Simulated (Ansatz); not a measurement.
The parent structure is CdTe in the zinc blende structure (space group F-43m, No. 216; a = 6.558 Å). Axes: x, y, z lie along the cube axes.

Level of theory: r2SCAN (Ansatz, a quantum-chemistry and plane-wave program), without spin-orbit coupling.

Before the change:

The valence-band top at Γ is 0.00, 0.00, 0.00 eV and the valley order comes out as Γ 1.17 eV; L along ⟨111⟩ 2.20 eV.

Modification: the cell is compressed by 1.50 % along z with no lateral relaxation; the atoms relax in the strained cell.

Question: Predict the new valence-band top at Γ, valley order, stress and energy relative to the base.

Answer: The valence-band top at Γ (three highest levels, from the VBM) becomes 0.00, -0.05, -0.05 eV (base: 0.00, 0.00, 0.00 eV); the valley order (the lowest conduction-band minima on the path, energy above the VBM, named in the base's zone) changes from Γ 1.17 eV; L along ⟨111⟩ 2.20 eV to Γ 1.18 eV; L along [1-11] 2.19 eV; the stress (xx, yy, zz, yz, xz, xy; compression positive) amounts to (0.54, 0.54, 0.78, 0.00, 0.00, 0.00) GPa; the energy increases by 1.3 meV/atom.

With Te present, leaving out spin-orbit coupling can change the band edges. The levels and masses belong to the bands next to the band gap. Whether these cells are dynamically stable was not tested.
